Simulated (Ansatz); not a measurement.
Structure of amorphous Ga24O38Hf (periodic cell):

```yaml
crystal:
  lattice:
    - [9.03051, -0.10174, -0.05395]
    - [-0.10174, 9.46870, 0.23053]
    - [-0.05395, 0.23053, 9.18632]
  atoms:
    - { symbol: Ga, position: [0.74187, 0.94457, 0.39475] }
    - { symbol: Ga, position: [0.21656, 0.33984, 0.85072] }
    - { symbol: Ga, position: [0.85429, 0.66674, 0.79496] }
    - { symbol: Ga, position: [0.39800, 0.58571, 0.74036] }
    - { symbol: Ga, position: [0.15007, 0.66643, 0.57958] }
    - { symbol: Ga, position: [0.35463, 0.89616, 0.11930] }
    - { symbol: Ga, position: [0.39365, 0.06779, 0.43008] }
    - { symbol: Ga, position: [0.21286, 0.23182, 0.21309] }
    - { symbol: Ga, position: [0.49268, 0.74431, 0.43767] }
    - { symbol: Ga, position: [0.87046, 0.36448, 0.65687] }
    - { symbol: Ga, position: [0.26626, 0.00875, 0.74743] }
    - { symbol: Ga, position: [0.95367, 0.23509, 0.97531] }
    - { symbol: Ga, position: [0.57685, 0.45668, 0.92306] }
    - { symbol: Ga, position: [0.86581, 0.01651, 0.75052] }
    - { symbol: Ga, position: [0.86918, 0.24745, 0.31066] }
    - { symbol: Ga, position: [0.05058, 0.97913, 0.43384] }
    - { symbol: Ga, position: [0.10297, 0.81025, 0.92555] }
    - { symbol: Ga, position: [0.83100, 0.53153, 0.08933] }
    - { symbol: Ga, position: [0.55980, 0.85676, 0.86060] }
    - { symbol: Ga, position: [0.66093, 0.10632, 0.07264] }
    - { symbol: Ga, position: [0.37278, 0.40379, 0.48219] }
    - { symbol: Ga, position: [0.44890, 0.54246, 0.21689] }
    - { symbol: Ga, position: [0.99202, 0.76291, 0.22865] }
    - { symbol: Ga, position: [0.76507, 0.56210, 0.43556] }
    - { symbol: O, position: [0.49876, 0.00185, 0.72843] }
    - { symbol: O, position: [0.46452, 0.23281, 0.50671] }
    - { symbol: O, position: [0.08688, 0.77308, 0.42348] }
    - { symbol: O, position: [0.61325, 0.49820, 0.11937] }
    - { symbol: O, position: [0.33084, 0.48652, 0.91507] }
    - { symbol: O, position: [0.70125, 0.74607, 0.44295] }
    - { symbol: O, position: [0.86084, 0.56060, 0.62062] }
    - { symbol: O, position: [0.23032, 0.00733, 0.54142] }
    - { symbol: O, position: [0.31327, 0.86733, 0.89997] }
    - { symbol: O, position: [0.06208, 0.17823, 0.34483] }
    - { symbol: O, position: [0.92981, 0.70458, 0.01270] }
    - { symbol: O, position: [0.06281, 0.98292, 0.81139] }
    - { symbol: O, position: [0.33433, 0.07217, 0.23277] }
    - { symbol: O, position: [0.54526, 0.66398, 0.85801] }
    - { symbol: O, position: [0.76393, 0.19637, 0.70644] }
    - { symbol: O, position: [0.52700, 0.53220, 0.41694] }
    - { symbol: O, position: [0.70648, 0.12966, 0.26923] }
    - { symbol: O, position: [0.23048, 0.47778, 0.60214] }
    - { symbol: O, position: [0.06941, 0.69153, 0.76344] }
    - { symbol: O, position: [0.89636, 0.34359, 0.12856] }
    - { symbol: O, position: [0.31106, 0.20060, 0.76354] }
    - { symbol: O, position: [0.87899, 0.00809, 0.54128] }
    - { symbol: O, position: [0.56795, 0.24848, 0.95229] }
    - { symbol: O, position: [0.78628, 0.49192, 0.89059] }
    - { symbol: O, position: [0.55415, 0.93656, 0.05004] }
    - { symbol: O, position: [0.52764, 0.42951, 0.70901] }
    - { symbol: O, position: [0.30514, 0.39984, 0.27845] }
    - { symbol: O, position: [0.40736, 0.73077, 0.24320] }
    - { symbol: O, position: [0.83453, 0.07888, 0.96604] }
    - { symbol: O, position: [0.81595, 0.36257, 0.45526] }
    - { symbol: O, position: [0.90866, 0.93181, 0.27286] }
    - { symbol: O, position: [0.88917, 0.59208, 0.27265] }
    - { symbol: O, position: [0.35932, 0.72768, 0.59744] }
    - { symbol: O, position: [0.53549, 0.94001, 0.42436] }
    - { symbol: O, position: [0.01603, 0.32504, 0.79666] }
    - { symbol: O, position: [0.15593, 0.23264, 0.02375] }
    - { symbol: O, position: [0.15290, 0.83819, 0.12190] }
    - { symbol: O, position: [0.76048, 0.84496, 0.78597] }
    - { symbol: Hf, position: [0.54130, 0.21168, 0.72944] }
```

Methods: PBE, scalar-relativistic without spin-orbit coupling (Ansatz, an electronic-structure program); r2SCAN, scalar-relativistic without spin-orbit coupling (Ansatz); HSE06, scalar-relativistic without spin-orbit coupling (Ansatz). Neutral PBE cell, which sets geometry, pressure and energy: sampling: a 2×2×2 Γ-centred mesh; Fermi-Dirac width 0.02 eV; no spin polarisation. Exact exchange is cut at the faces of this 9 Å cell, which leaves hybrid gaps a finite-size error.

It comes from a melt-quench run on a machine-learned potential (CHGNet), relaxed afterwards by DFT. O atoms were pushed apart under 1.9 Å during the dynamics, to hinder bonds among them. The hot cell started wider than the set density and was brought back towards it in steps. It is the lowest in DFT energy of 2 quenches. It is a model cell: composition and starting density were chosen by hand, and all elements were melted together. No dispersion term was used. Its density started from a set value of 5.20 and ended at 5.20 g/cm³. The simulated quench (nominally 220 K/ps over its main leg) is rapid and tends to freeze in more defects than a deposited or slowly cooled glass has. One small periodic cell is one sample of the glass; other quenches scatter about these values. The volume was held where the preparation left it and the shape relaxed.

Q: Give the pressure, the energy against reference phases and the spacing of the highest filled and lowest empty levels.

A: 
```json
{
  "Pressure on a 2×2×2 Γ-centred mesh": "3.07 GPa",
  "Largest force and stress component on that mesh (the relaxation ran on the zone centre alone)": "0.11 eV/Å and 3.2 GPa",
  "Energy relative to beta Ga2O3 + HfO2 (P2_1/c) (lowest mix at this level among the phases computed, not always the ambient ones)": "0.130 eV/atom",
  "Level gap on a 2×2×2 Γ-centred mesh (PBE)": "2.02 eV",
  "Level gap at the zone centre (PBE)": "2.03 eV",
  "Level gap at the zone centre (r2SCAN)": "2.56 eV",
  "Level gap at the zone centre (HSE06)": "3.73 eV",
  "Distance between the nearest levels spread over more than a fifth of the atoms or a third of the atoms of their main element (six at least) (PBE, zone centre)": "2.19 eV"
}
```

Q: At PBE and the zone centre, how localised are the states just below and above the Fermi level (participation number: the atoms over which a state spreads)?

A: The highest filled state is spread over 5.9 atoms' worth, largest on O55, with weights by element (charge in smoothed Voronoi cells) O 0.94, Ga 0.05, Hf 0.00. The lowest empty state is spread over 56.2 atoms' worth, largest on Ga22, with weights by element (charge in smoothed Voronoi cells) O 0.54, Ga 0.45, Hf 0.01.

At PBE the levels at the filled edge of the gap are localised (band-tail or defect states).

Bonds are counted up to Ga-Ga 2.68 Å, Ga-O 2.36 Å, Ga-Hf 3.01 Å, O-O 1.58 Å, O-Hf 2.65 Å, Hf-Hf 3.34 Å. Two cations that share two anions don't count as bonded, nor two that share one unless they lie closer than Ga-Ga 2.61 Å, Ga-Hf 2.93 Å, Hf-Hf 3.25 Å.

Added carriers, by PBE, scalar-relativistic without spin-orbit coupling (Ansatz) on the zone centre alone. Charged cells keep the cell fixed and stand in a uniform background, with no image correction, at a width of 0.01 eV; where the count is odd the moment is locked at 1 μB, unless the neutral cell bore moments. Each starts from the undistorted neutral geometry alone. PBE's self-interaction favours spread-out carriers, so it can miss traps that a hybrid finds.

Q: What happens at PBE when the cell takes an extra electron and the atoms relax?

A: Relaxation lowers the charged cell by 0.02 eV. The largest moves are Ga22 0.03 Å, O29 0.02 Å, O26 0.02 Å, O51 0.02 Å. The level that holds the added charge spreads over 55.5 atoms' worth, most on Ga22 (weight 0.04): a carrier spread over the cell. No bond crosses its cut-off with a change of over 0.15 Å (metal-metal contacts aside). Made neutral again at that geometry, the cell lies +0.02 eV from the neutral start.

Q: What happens at PBE when the cell takes a hole and the atoms relax?

A: Relaxation lowers the charged cell by 0.12 eV. The largest moves are O30 0.20 Å, O41 0.19 Å, Ga1 0.19 Å, O61 0.19 Å. The level that was emptied spreads over 5.0 atoms' worth, most on O55 (weight 0.37): a localised (trapped) carrier, which neighbours of that atom can share. No bond crosses its cut-off with a change of over 0.15 Å (metal-metal contacts aside). Made neutral again at that geometry, the cell lies +0.48 eV from the neutral start.
